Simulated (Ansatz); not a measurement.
## BP: energy against volume

BP (zinc blende, F-43m, 11.671 Å³/atom and stress up to 0.01 GPa in the relaxed cell, cube axes along x, y and z) under hydrostatic pressure, with the cell free. r2SCAN in Ansatz, a plane-wave DFT program (PAW, default set), 500 eV, 12×12×12 Γ-centred mesh, Fermi-Dirac smearing 0.05 eV; ions are relaxed, or left where forces stay under 0.02 eV/Å, within the symmetry of each cell.

Here V stands for volume and E for E less E0.

```csv
volume (Å³/atom),E less E0 (meV/atom),pressure (GPa)
11.8116,0.89,-1.99
11.7397,0.22,-1.00
11.6705,0.00,0.00
11.6089,0.17,0.90
11.5295,0.92,2.10
11.3775,4.04,4.51
11.1179,14.93,9.00
10.8086,?,?
```

The 7 complete rows are fitted with the third-order Birch-Murnaghan form, a cubic in V^(-2/3), E against V. With u = V^(-2/3) - 0.1957, the rows have u = -0.0028909, -0.0021045, -0.0013399, -0.0006530, 0.0002415, 0.0019827, 0.0050481. Least squares gives E = 0.657 + 980.7·u + 366642·u² - 165542·u³. Residuals (row less fit): 0.000, 0.002, -0.002, -0.003, 0.005, -0.001, 0.000; standard error 0.004 (degrees of freedom: 3). Its minimum lies at u = -0.0013362, so V0 = (0.1943638)^(-3/2) = 11.67. There d²E/du² = 734600 and d³E/du³ = -993300, so B0 = (4/9) × 11.67^(-7/3) × 734600 × 0.160218 = 169 GPa (the last factor turns the table's units into GPa), and B0' = 4 + (2/3) × 0.1943638 × (-993300)/734600 = 3.8. B0' rests on the cubic coefficient alone and has a standard error of 0.1 from these residuals.

Problem. Predict the withheld E at V = 10.8086 from the fit, and compare with the calculation.

Solution. u = 0.0088598, so E = 0.657 + 980.7 × 0.0088598 + 366642 × 0.0088598² - 165542 × 0.0088598³ = 38.011 meV/atom. The calculation gives 37.96 meV/atom, 0.051 meV/atom below the prediction (0.1 % of the range of E in the table). The row lies outside the fitted rows, so this is an extrapolation. The scatter of the fitted rows lies at the last printed digit.

Other structures, which can take over under pressure, weren't tried. The same form fitted to the pressure column gives B0' = 3.7; series where the two differ by over 0.4 aren't shown. Rows are the converged runs of the series near zero and its far end, less any whose ions stayed unrelaxed beside relaxed ones; series whose fitted rows scatter by over a few per cent of the range, as at a crossing or softening among them, aren't shown in this form.
